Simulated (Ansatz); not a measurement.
The starting structures come from a database of crystals and need not be the phases stable at ambient conditions.

The decay constant κ of evanescent states in the gap governs leakage through a thin film.

Here is the system:

```
Ga2PbSe4
1.0
    6.20995     0.00000    -0.02236
    0.00000    10.78630     0.00000
    3.07117     0.00000     5.39740
Ga Pb Se
4 2 8
Direct
  0.23686   0.50000   0.24011
  0.76314   0.50000   0.75989
  0.75989   0.00000   0.76314
  0.24011   0.00000   0.23686
  0.50000   0.75000   0.50000
  0.50000   0.25000   0.50000
  0.65777   0.50000   0.18920
  0.34223   0.50000   0.81080
  0.81080   0.00000   0.34223
  0.18920   0.00000   0.65777
  0.50000   0.82608   0.00000
  0.50000   0.17392   0.00000
  0.00000   0.67392   0.50000
  0.00000   0.32608   0.50000
```

Space group of this cell: Cccm. The cell was relaxed by PBE-D3(BJ).

Transport runs along the normal of the first two printed cell vectors.

The gap is the functional's own, uncorrected, and κ follows it; spin-orbit coupling is left out. Mid-gap values are interpolated between the computed energies.

**Question.** Predict the band gap and the smallest decay constant κ at mid-gap from r2SCAN (Ansatz, a quantum-chemistry and plane-wave program).

**Answer.** Gap 2.19 eV on a 6×4×6 mesh; κ = 0.185 1/Å, at (0.333, 0.000) of the in-plane reciprocal vectors. At the zone centre, at the nearest computed energy, the slowest state has κ = 0.21 1/Å.
